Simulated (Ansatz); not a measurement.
**What pressure 0.9 GPa does to GaN**

The reference is GaN in the wurtzite structure (space group P6_3mc, No. 186; a = 3.183 Å, c = 5.185 Å).

The change: cell and atoms relaxed at a pressure of 0.9 GPa.

The values are results of Ansatz (a quantum-chemistry and plane-wave program), PBEsol, PAW, cutoff 420 eV, no spin-orbit coupling, not measurements. Γ-centred 12×12×7 mesh, Fermi–Dirac width 0.05 eV.

Volume per atom: 11.32 Å³ (base 11.37 Å³)
Density: 6.14 g/cm³ (base 6.11 g/cm³)
c/a ratio: 1.629 (base 1.629)
Enthalpy H = E + PV relative to the base's energy: +0.06 eV/atom
Band gap: 1.91 eV (base 1.88 eV)
Gap character: direct at Γ (base direct at Γ)
Electron mass: 0.16 mₑ along c, 0.18 mₑ across (at Γ) (base 0.16 mₑ along c, 0.17 mₑ across (at Γ))
Valence-band top at Γ (three highest levels, from the VBM): 0.00, 0.00, -0.05 eV (base 0.00, 0.00, -0.04 eV)

Final structure:

```yaml
crystal:
  lattice:
    - [3.17758, 0.00000, 0.00000]
    - [-1.58879, 2.75186, 0.00000]
    - [0.00000, 0.00000, 5.17732]
  atoms:
    - { symbol: Ga, position: [0.33333, 0.66667, 0.00020] }
    - { symbol: Ga, position: [0.66667, 0.33333, 0.50020] }
    - { symbol: N, position: [0.33333, 0.66667, 0.37680] }
    - { symbol: N, position: [0.66667, 0.33333, 0.87680] }
```

Load acts through the strain it causes; cell and atoms are relaxed under it. Masses are band curvatures over ±0.01 Å⁻¹ around the edge. Whether these cells are dynamically stable was not tested.
